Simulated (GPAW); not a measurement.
Band structure of Ba3Bi2 (Pm-3m, 5 atoms in the cell).

```
Ba3Bi2
1.0
    6.46279     0.00000     0.00000
    0.00000     6.46279     0.00000
    0.00000     0.00000     6.46279
Ba Bi
3 2
Cartesian
  0.00000   3.23140   3.23140
  3.23140   0.00000   3.23140
  3.23140   3.23140   0.00000
  0.00000   0.00000   0.00000
  3.23140   3.23140   3.23140
```

Level of theory: LDA (Perdew-Wang 92), GPAW PAW datasets LDA (gpaw-data 1.0.1) (plane waves; GPAW 25.7.0).

Settings: mode = pw; ecut = 600 eV; xc = LDA; kpts = 5 5 5; mesh shift (steps) = 0 0 0; occupations.name = fermi-dirac; occupations.width = 0.05 eV; nbands = -9; convergence.density = 1e-05 e/electron; symmetry.symmorphic = false; symmetry.tolerance = 0.0005; maxiter = 150; bandpath_npoints = 40.

The starting cell comes from a database of computed structures (which also holds hypothetical and non-ambient phases and stackings), without a prior relaxation at this level. Its lattice was rescaled by a random factor within 2.5 % of one. Spin-orbit coupling is off.

Levels in eV from the Fermi level, bands 27 to 34:
```
point     27     28     29     30     31    32    33    34
-----  -----  -----  -----  -----  -----  ----  ----  ----
Γ      -0.80  -0.51  -0.03  -0.03  -0.03  0.31  0.31  0.34
X      -0.95  -0.95  -0.74  -0.74   0.55  0.71  1.17  1.69
M      -1.27  -1.05  -1.05  -0.85   1.36  1.36  1.37  1.55
R      -2.79  -0.83  -0.83  -0.83   1.05  1.26  1.26  1.26
```

No band crosses the Fermi level by more than 0.03 eV along this path.
